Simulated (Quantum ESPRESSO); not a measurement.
Worked example: self-consistent single point of KPb3 (Pm-3m, 4 atoms in the cell) in Quantum ESPRESSO.

Method of the run: PBEsol, SSSP 1.1.2 efficiency (PBE) pseudopotentials (plane waves; Quantum ESPRESSO).

```xyz
4
Lattice="5.1014 0.0000 0.0000 0.0000 5.1014 0.0000 0.0000 0.0000 5.1014" Properties=species:S:1:pos:R:3 pbc="T T T"
K      0.0000     0.0000     0.0000
Pb     0.0000     2.5507     2.5507
Pb     2.5507     0.0000     2.5507
Pb     2.5507     2.5507     0.0000
```

Reference input (self-consistent single point, DFT, LDA (PZ), plane waves, GBRV 1.5 ultrasoft (LDA) pseudopotentials): ecutwfc = 40 Ry; ecutrho = 200 Ry; occupations = smearing; smearing = fermi-dirac; degauss = 0.0073499 Ry; potentials = {K: k_lda_v1.4.uspp.F.UPF, Pb: pb_lda_v1.uspp.F.UPF}; K_POINTS = automatic 9 9 9 0 0 0; conv_thr = 1e-10 Ry; mixing_beta = 0.7. This run's input differs from it in these lines:

```diff
@@ -12,4 +12,4 @@
  ntyp = 2
- ecutwfc = 40
- ecutrho = 200
+ ecutwfc = 55
+ ecutrho = 440
  occupations = 'smearing'
@@ -17,2 +17,3 @@
  degauss = 0.0073499
+ input_dft = 'pbesol'
 /
@@ -23,4 +24,4 @@
 ATOMIC_SPECIES
-K     39.0983  k_lda_v1.4.uspp.F.UPF
-Pb   207.2000  pb_lda_v1.uspp.F.UPF
+K     39.0983  K.pbe-spn-kjpaw_psl.1.0.0.UPF
+Pb   207.2000  Pb.pbe-dn-kjpaw_psl.0.2.2.UPF
 ATOMIC_POSITIONS {crystal}
```

Output (repeated stretches shortened):

```
     Self-consistent Calculation

     iteration #  1     ecut=    55.00 Ry     beta= 0.70

     Threshold (ethr) on eigenvalues was too large:
     Diagonalizing with lowered threshold

     c_bands:  1 eigenvalues not converged
     c_bands:  1 eigenvalues not converged
     c_bands:  2 eigenvalues not converged

     total energy              =   -2690.03295120 Ry
     estimated scf accuracy    <       0.01648716 Ry

     iteration #  2     ecut=    55.00 Ry     beta= 0.70

     total energy              =   -2690.03638642 Ry
     estimated scf accuracy    <       0.00071095 Ry

     iteration #  3     ecut=    55.00 Ry     beta= 0.70

     total energy              =   -2690.03664048 Ry
     estimated scf accuracy    <       0.00027899 Ry

   [... 10 blocks of this kind left out ...]

     iteration # 14     ecut=    55.00 Ry     beta= 0.70

     total energy              =   -2690.03670352 Ry
     estimated scf accuracy    <          1.9E-10 Ry

     iteration # 15     ecut=    55.00 Ry     beta= 0.70
     End of self-consistent calculation

     the Fermi energy is     8.4260 ev

!    total energy              =   -2690.03670352 Ry
     estimated scf accuracy    <          7.8E-11 Ry
     smearing contrib. (-TS)   =      -0.00557349 Ry
     internal energy E=F+TS    =   -2690.03113003 Ry

     convergence has been achieved in  15 iterations

     Forces acting on atoms (cartesian axes, Ry/au):

     atom    1 type  1   force =     0.00000000    0.00000000    0.00000000
   [... zero for the other atoms too ...]

     Total force =     0.000000     Total SCF correction =     0.000000

          total   stress  (Ry/bohr**3)                   (kbar)     P=      -22.45
  -0.00015263   0.00000000   0.00000000          -22.45        0.00        0.00
   0.00000000  -0.00015263   0.00000000            0.00      -22.45        0.00
   0.00000000   0.00000000  -0.00015263            0.00        0.00      -22.45

   JOB DONE.
```

The run converged in 15 iterations. Against the reference run the pressure goes from -3.85 to -2.25 GPa.

The starting cell comes from a database of computed structures (which also holds hypothetical and non-ambient phases and stackings), without a prior relaxation at this level. Spin-orbit coupling is off.

Cost on one core of a shared machine: roughly 4 min.
